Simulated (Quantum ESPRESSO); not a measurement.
Input and output of a self-consistent single point for LiMg (Cmmm, 2 atoms in the cell) (Quantum ESPRESSO).

Method: PBEsol, GBRV 1.5 ultrasoft (PBESOL) pseudopotentials (plane waves; Quantum ESPRESSO).

```xyz
2
Lattice="1.7246 -2.4619 0.0000 1.7246 2.4619 0.0000 0.0000 0.0000 4.8884" Properties=species:S:1:pos:R:3 pbc="T T T"
Li     0.0000     0.0000     0.0000
Mg     1.7246     0.0000     2.4442
```

Reference input (self-consistent single point, DFT, PBEsol, plane waves, GBRV 1.5 ultrasoft (PBESOL) pseudopotentials): ecutwfc = 40 Ry; ecutrho = 200 Ry; occupations = smearing; smearing = cold; degauss = 0.0073499 Ry; potentials = {Li: li_pbesol_v1.4.uspp.F.UPF, Mg: mg_pbesol_v1.4.uspp.F.UPF}; K_POINTS = automatic 15 15 9 0 0 0; conv_thr = 1e-08 Ry; mixing_beta = 0.5. This run's input differs from it in these lines:

```diff
@@ -29,3 +29,3 @@
 K_POINTS automatic
-15 15 9  0 0 0
+8 8 5  0 0 0
 CELL_PARAMETERS angstrom
```

Output, abridged:

```
     Self-consistent Calculation

     iteration #  1     ecut=    40.00 Ry     beta= 0.50

     total energy              =    -139.33813532 Ry
     estimated scf accuracy    <       0.87745440 Ry

     iteration #  2     ecut=    40.00 Ry     beta= 0.50

     total energy              =    -139.49073880 Ry
     estimated scf accuracy    <       0.04605045 Ry

     iteration #  3     ecut=    40.00 Ry     beta= 0.50

     total energy              =    -139.49262847 Ry
     estimated scf accuracy    <       0.00510119 Ry

   [... 2 blocks of this kind left out ...]

     iteration #  6     ecut=    40.00 Ry     beta= 0.50

     total energy              =    -139.49296890 Ry
     estimated scf accuracy    <       0.00000077 Ry

     iteration #  7     ecut=    40.00 Ry     beta= 0.50
     End of self-consistent calculation

     the Fermi energy is     3.4880 ev

!    total energy              =    -139.49296904 Ry
     estimated scf accuracy    <          1.6E-09 Ry
     smearing contrib. (-TS)   =      -0.00001044 Ry
     internal energy E=F+TS    =    -139.49295860 Ry

     convergence has been achieved in   7 iterations

     Forces acting on atoms (cartesian axes, Ry/au):

     atom    1 type  1   force =     0.00000000    0.00000000    0.00000000
     atom    2 type  2   force =     0.00000000    0.00000000    0.00000000

     Total force =     0.000000     Total SCF correction =     0.000000

          total   stress  (Ry/bohr**3)                   (kbar)     P=       -0.22
   0.00003931   0.00000000   0.00000000            5.78        0.00        0.00
   0.00000000  -0.00005965   0.00000000            0.00       -8.77        0.00
   0.00000000   0.00000000   0.00001581            0.00        0.00        2.33

   JOB DONE.
```

The run converged in 7 iterations. Against the reference run the free energy falls by 8.5 meV/atom and the pressure stays near -0.02 GPa while the yy stress (positive for compression) goes from 0.29 to -0.88 GPa.

The starting cell comes from a database of computed structures (which also holds hypothetical and non-ambient phases and stackings), without a prior relaxation at this level.
